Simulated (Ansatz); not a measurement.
The reference is Ta2N in the anti-CdI2 type structure (space group P-3m1, No. 164; a = 3.067 Å, c = 4.884 Å). Axes: x lies along a and z along c of the hexagonal cell.

Level of theory: Kohn–Sham DFT with the r2SCAN+rVV10 functional, run in Ansatz (a program for electronic structure) with PAW and 500 eV plane waves, no spin-orbit coupling.

Now apply this change: an isotropic linear strain of −1.79 %; the atoms relax in the strained cell.

Question: Predict the stress tensor and what it implies for the stiffness.

Answer: Stress of the strained cell less that of the base (GPa, compression positive):
```
   17.8     0.0     0.0
    0.0    17.8     0.0
    0.0     0.0    18.8
```

Then B = −ΔP/(ΔV/V₀) with ΔV/V₀ = -0.0527 gives secant stiffness values (nonlinear terms included at this strain): B (at held cell shape, above the free-shape value) ≈ 344 GPa.

As a check, the harmonic strain energy −½ V₀ Δσ:ε is 40 meV/atom; the computed energy rise is 38 meV/atom.

Whether these cells are dynamically stable was not tested. All final runs are without spin polarisation. An odd electron count without spin: Ta2N.
